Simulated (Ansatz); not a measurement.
Input and output of a relaxation of cell and atoms for BaMgF₄ (P1, 12 atoms in the cell) (Ansatz, an electronic-structure program).

Method: PBEsol, default PAW files made with PBE (plane waves; Ansatz).

```
BaMgF4
1.0
    2.08093    -7.10175     0.00000
    2.08093     7.10175     0.00000
    0.00000     0.00000     5.76609
Ba Mg F
2 2 8
Direct
  0.10644   0.82822   0.26587
  0.89982   0.18266   0.74329
  0.59744   0.39602   0.74720
  0.41774   0.61535   0.27495
  0.67585   0.30013   0.52261
  0.32558   0.68270   0.46154
  0.32782   0.70338   0.00463
  0.66880   0.29108   0.97768
  0.51181   0.51280   0.50403
  0.49073   0.49937   0.98478
  0.07563   0.91763   0.76277
  0.90235   0.07068   0.25066
```

Reference input (self-consistent single point, DFT, PBEsol, plane waves, default PAW files made with PBE): kpoints.mp_grid.grid = 4 4 3; hamiltonian.xc = pbesol; hamiltonian.pseudopotentials = {kind: paw} (the program's default PAW files); scf.occupations.method = gaussian; scf.occupations.width = 0.0007 Ry. This run's input differs from it in these lines:

```diff
@@ -26,2 +26,4 @@
   occupations: { method: gaussian, width: 0.0007 Ry }
+relax:
+  cell: {}
 output:
```

Output (repeated stretches shortened):

```
   [... SCF lines of the steps left out ...]
relax step   1: F+E_penalty+E_count = -21973.22842044 eV  Δ(F+E_penalty+E_count) = +0.000e0 eV  max|allowed force component| = 7.121e0 eV/Å  Δτ_max = 0.0000 Å  P = +3.788 GPa  Ω = 170.425 Å³  (8 SCF iters, dr2 threshold 1.00e-7 eV, accepted)
relax step   2: F+E_penalty+E_count = -21974.20223136 eV  Δ(F+E_penalty+E_count) = -9.738e-1 eV  max|allowed force component| = 3.690e0 eV/Å  Δτ_max = 0.1949 Å  P = +2.594 GPa  Ω = 167.593 Å³  energy of the carried Pulay correction = +1.067e-2 eV  [...]
   [... lines left out ...]
relax step  12: F+E_penalty+E_count = -21975.11960885 eV  Δ(F+E_penalty+E_count) = +4.925e-4 eV  max|allowed force component| = 9.441e-4 eV/Å  Δτ_max = 0.0035 Å  P = +0.002 GPa  Ω = 173.509 Å³  energy of the carried Pulay correction = -5.613e-4 eV  [...]
relax step  13: F+E_penalty+E_count = -21975.12006467 eV  Δ(F+E_penalty+E_count) = -4.558e-4 eV  max|allowed force component| = 9.309e-4 eV/Å  Δτ_max = 0.0000 Å  P = +0.004 GPa  Ω = 173.509 Å³  stress off target by 1.32e-2 GPa  SCF on the basis [...]
basis re-selected at this cell: Δ(F+E_penalty+E_count) = -4.558e-4 eV, ΔP = +0.002 GPa vs the last step
Stability not checked: this state was not tested for a lower state beside it, because too few of the mixer's solves of this state at the end of the SCF gave a …
Free energy (F): -21975.120065 eV
Internal energy: -21975.120065 eV  (E = F + TS)
E sigma→0 (E₀):  -21975.120065 eV
Fermi energy:    6.870762 eV
--- Forces (eV/Å), atoms counted from 1 ---
  atom   1  Ba    -0.00000497    -0.00042259     0.00093104
  atom   2  Ba    -0.00000808     0.00052980     0.00065334
   [... lines left out ...]
  cell:  # Å, volume = 173.5092 Å³
   [... lines left out ...]
    - { symbol: F, position: [0.5284526966026758, 0.4715466041591942, 0.4246865856861401] }
    - { symbol: F, position: [0.47154709735923406, 0.5284521067093746, -0.07531436023884303] }
    - { symbol: F, position: [0.0790780536456322, 0.920919152831493, 0.7295040699168643] }
    - { symbol: F, position: [0.9209209712445566, 0.07908208454866542, 0.22950762409312328] }
```

The run converged. 

Summary of the result:
| Item | Value |
|---|---|
| Free energy E − TS (on the zero of these files) | -21975.1201 eV |
| Top of the valence band (on the code's own zero) | 3.37 eV |
| Gap on the k-point mesh | 6.99 eV |
| Pressure | 0.00 GPa |
| Largest force (vector length) | 0.001 eV/Å |
| Final cell | a = 7.5656 Å, b = 7.5656 Å, c = 5.8227 Å, α = 90.00°, β = 90.00°, γ = 148.63° |
| Final volume per atom | 14.46 Å³ |
| Relaxation steps | 13 |

The starting cell comes from a database of computed structures (which also holds hypothetical and non-ambient phases and stackings), without a prior relaxation at this level. Its atoms were displaced at random from the sites of space group no. 63. Ansatz's pressure includes its estimate of the finite-basis (Pulay) stress. Without the estimate this run gives -0.57 GPa.

Cost on one core of a shared machine: roughly 5 min.

Keys are those of Ansatz 0.2.
